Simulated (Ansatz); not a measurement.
The reference is Pb in the fcc (Cu type) structure (space group Fm-3m, No. 225; a = 4.934 Å; relaxed with 0.1 eV smearing).

All numbers come from PBEsol (Ansatz, a program for electronic structure), scalar-relativistic without spin-orbit coupling.

Before the change:

- Pressure: 0.0 GPa
- Band gap: zero

Now apply this change: the cell is scaled by 0.9700 in all directions, atoms relaxed at fixed cell.

Question: Estimate the effect on the energy relative to the base.

Answer: The energy goes up by 40 meV/atom.

Question: What does the calculation give for the pressure after the change?

Answer: The pressure goes from zero to 5.4 GPa.

Question: Predict the new band gap.

Answer: The band gap is still zero.

The cells carry an imposed strain or load. Stability against distortions was not tested.
